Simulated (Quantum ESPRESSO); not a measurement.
Quantum ESPRESSO run on TaNiGe (Pnma, 12 atoms in the cell): self-consistent single point.

Method: LDA (PZ), PSlibrary ultrasoft (LDA) pseudopotentials (plane waves; Quantum ESPRESSO 7.5).

The change in words: opposed starting moments (0 0 0 0 2 -2 2 -2 0 0 0 0 μB); nspin: default → 2. Reference geometry:
```xyz
12
Lattice="6.2609 0.0000 0.0000 0.0000 3.7518 0.0000 0.0000 0.0000 7.1515" Properties=species:S:1:pos:R:3 pbc="T T T"
Ta     3.2208     0.9379     2.3109
Ta     3.0400     2.8138     4.8406
Ta     6.1705     2.8138     5.8867
Ta     0.0904     0.9379     1.2648
Ni     5.2363     2.8138     3.0461
Ni     1.0245     0.9379     4.1054
Ni     4.1550     0.9379     6.6219
Ni     2.1059     2.8138     0.5296
Ge     4.4736     2.8138     0.8080
Ge     1.7873     0.9379     6.3435
Ge     4.9177     0.9379     4.3837
Ge     1.3431     2.8138     2.7678
```

Reference input (self-consistent single point, DFT, LDA (PZ), plane waves, PSlibrary ultrasoft (LDA) pseudopotentials): ecutwfc = 50 Ry; ecutrho = 300 Ry; occupations = smearing; smearing = gauss; degauss = 0.0147 Ry; K_POINTS = automatic 4 6 3 1 1 1; conv_thr = 1e-11 Ry. This run's input differs from it in these lines:

```diff
@@ -11,3 +11,3 @@
   nat = 12
-  ntyp = 3
+  ntyp = 4
   ecutwfc = 50
@@ -17,2 +17,5 @@
   degauss = 0.0147
+  nspin = 2
+  starting_magnetization(2) = 0.200
+  starting_magnetization(3) = -0.200
 /
@@ -23,3 +26,4 @@
 Ta   180.9479  Ta.pz-spn-rrkjus_psl.1.0.0.UPF
-Ni    58.6934  Ni.pz-n-rrkjus_psl.1.0.0.UPF
+Ni1   58.6934  Ni.pz-n-rrkjus_psl.1.0.0.UPF
+Ni2   58.6934  Ni.pz-n-rrkjus_psl.1.0.0.UPF
 Ge    72.6300  Ge.pz-n-rrkjus_psl.1.0.0.UPF
@@ -34,6 +38,6 @@
 Ta    0.09040682    0.93795000    1.26481783
-Ni    5.23633287    2.81385000    3.04611843
-Ni    1.02452713    0.93795000    4.10540157
-Ni    4.15495713    0.93795000    6.62187843
-Ni    2.10590287    2.81385000    0.52964157
+Ni1   5.23633287    2.81385000    3.04611843
+Ni2   1.02452713    0.93795000    4.10540157
+Ni1   4.15495713    0.93795000    6.62187843
+Ni2   2.10590287    2.81385000    0.52964157
 Ge    4.47357230    2.81385000    0.80797873
```

Output (repeated stretches shortened):

```
     Self-consistent Calculation

     iteration #  1     ecut=    50.00 Ry     beta= 0.70

     total energy              =   -1007.90016468 Ry
     estimated scf accuracy    <       3.07349188 Ry

     total magnetization       =     0.00 Bohr mag/cell
     absolute magnetization    =     1.13 Bohr mag/cell

     iteration #  2     ecut=    50.00 Ry     beta= 0.70

     total energy              =    -997.52060234 Ry
     estimated scf accuracy    <     187.92767431 Ry

     total magnetization       =     0.05 Bohr mag/cell
     absolute magnetization    =     0.76 Bohr mag/cell

     iteration #  3     ecut=    50.00 Ry     beta= 0.70

   [... lines left out ...]
     atom   2 (R=0.176)  charge= 10.1496  magn=  0.0000
     atom   3 (R=0.176)  charge= 10.1496  magn= -0.0000
     atom   4 (R=0.176)  charge= 10.1496  magn=  0.0000
     atom   5 (R=0.153)  charge=  8.4708  magn= -0.0000
     atom   6 (R=0.153)  charge=  8.4708  magn= -0.0000
     atom   7 (R=0.153)  charge=  8.4708  magn= -0.0000
     atom   8 (R=0.153)  charge=  8.4708  magn= -0.0000
     atom   9 (R=0.153)  charge=  1.8098  magn=  0.0000
     atom  10 (R=0.153)  charge=  1.8098  magn=  0.0000
     atom  11 (R=0.153)  charge=  1.8098  magn=  0.0000
     atom  12 (R=0.153)  charge=  1.8098  magn=  0.0000
     End of self-consistent calculation

     the Fermi energy is    15.3358 ev

!    total energy              =   -1009.96645246 Ry
     estimated scf accuracy    <          9.0E-13 Ry
     smearing contrib. (-TS)   =      -0.00962192 Ry
     internal energy E=F+TS    =   -1009.95683054 Ry

     total magnetization       =    -0.00 Bohr mag/cell
     absolute magnetization    =     0.00 Bohr mag/cell

     convergence has been achieved in  22 iterations

     Forces acting on atoms (cartesian axes, Ry/au):

     atom    1 type  1   force =     0.00048339    0.00000000    0.00111045
     atom    2 type  1   force =    -0.00048426   -0.00000000   -0.00111046
     atom    3 type  1   force =    -0.00048339   -0.00000000    0.00111045
     atom    4 type  1   force =     0.00048426    0.00000000   -0.00111046
   [... lines left out ...]

     Total force =     0.009796     Total SCF correction =     0.000003

          total   stress  (Ry/bohr**3)                   (kbar)     P=      -73.69
  -0.00051939   0.00000000   0.00000000          -76.40        0.00        0.00
   0.00000000  -0.00049649   0.00000000            0.00      -73.04        0.00
   0.00000000   0.00000000  -0.00048691            0.00        0.00      -71.63

   JOB DONE.
```

The run converged in 22 iterations. Against the reference run the pressure stays at -7.37 GPa and the largest force stays at 0.089 eV/Å. The full log also holds: “c_bands:  1 eigenvalues not converged”.

The starting cell comes from a database of computed structures (which also holds hypothetical and non-ambient phases and stackings), without a prior relaxation at this level. Spin-orbit coupling is off. The starting moments vanished: the run ended non-magnetic, which need not be the lowest state. With a pressure of about -7 GPa the cell is away from its equilibrium volume at this level.

Cost on one core of a shared machine: roughly 7 min.
